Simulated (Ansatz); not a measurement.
## SiO2: response to strain

Consider SiO₂ in the rutile structure (space group P4_2/mnm, No. 136).

```
CELL_PARAMETERS angstrom
      4.15488     0.00000     0.00000
      0.00000     4.15488     0.00000
      0.00000     0.00000     2.66145
ATOMIC_POSITIONS crystal
  Si 0.00000 0.00000 0.00000
  Si 0.50000 0.50000 0.50000
  O  0.30558 0.30558 0.00000
  O  0.80558 0.19442 0.50000
  O  0.19442 0.80558 0.50000
  O  0.69442 0.69442 0.00000
```

Strains are applied to the cell and any free atomic positions relax.

All numbers come from Kohn–Sham DFT with the LDA functional, run in Ansatz (an electronic-structure program) with PAW and 420 eV plane waves, no spin-orbit coupling.

Notes on the quantities. energy relative to the base: free energy F; pressure: mean of the normal stresses, compression positive.

```csv
change,hole mass,energy relative to the base,pressure,shortest interatomic distance,band gap
base,"1.7 mₑ along c, 1.1 mₑ across (at Γ)",0 meV/atom,-0.01 GPa,1.754 Å,5.81 eV
isotropic strain +0.60 %,"1.7 mₑ along c, 1.1 mₑ across (at Γ)",+2.4 meV/atom,-5.51 GPa,1.762 Å,5.51 eV
isotropic strain +1.20 %,"1.8 mₑ along c, 1.1 mₑ across (at Γ)",+9.5 meV/atom,-10.55 GPa,1.770 Å,5.22 eV
isotropic strain +1.80 %,–,+21 meV/atom,-15.16 GPa,1.778 Å,4.93 eV
isotropic strain +2.40 %,"1.9 mₑ along c, 1.1 mₑ across (at Γ)",+36 meV/atom,-19.40 GPa,1.786 Å,4.66 eV
isotropic strain +3.00 %,"1.9 mₑ along c, 1.1 mₑ across (at Γ)",+56 meV/atom,-23.25 GPa,1.793 Å,4.39 eV
```

Masses are band curvatures over ±0.01 Å⁻¹ around the edge. Whether these cells are dynamically stable was not tested.
